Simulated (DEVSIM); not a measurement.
System: Si p+/n-/n+ power diode, at 300 K.

```csv
layer (left to right),material,thickness (μm),Nd (cm⁻³),Na (cm⁻³),τn (s),τp (s)
1,Si,0.740,-,3.8e18,1.3e-6,1.3e-6
2,Si,7.90,3.6e14,-,1.3e-6,1.3e-6
3,Si,7.70,3e18,-,1.3e-6,1.3e-6
```

Left contact: ohmic. Right contact: ohmic. Voltage is applied to the left contact. Recombination: SRH at mid-gap, radiative. Mobility is constant in doping.

This is a model device: material constants are rounded textbook-type values typed into the input, and sizes, dopings and lifetimes were drawn at random. Values at 300 K.

| parameter | Si |
|---|---|
| gap (eV) | 1.124 |
| affinity (eV) | 4.05 |
| permittivity | 11.7 |
| Nc (cm⁻³) | 2.86e19 |
| Nv (cm⁻³) | 3.1e19 |
| μn (cm²/Vs) | 1417 |
| μp (cm²/Vs) | 470 |
| B (cm³/s) | 4.7e-15 |

Model (solved in DEVSIM): 1D drift-diffusion, Boltzmann statistics, complete ionisation; no tunnelling, impact ionisation, image-force lowering or self-heating.

Question: Give the small-signal capacitance in reverse bias (quasi-static).

Answer: 
| V (V) | C (nF/cm²) |
|---|---|
| -1 | 4.32 |
| -2.5 | 3.09 |
| -5 | 2.30 |
| -7.5 | 1.91 |
| -10 | 1.67 |
| -15 | 1.40 |
| -20 | 1.33 |
| -25 | 1.32 |
| -32.5 | 1.32 |
| -40 | 1.31 |
| -50 | 1.31 |
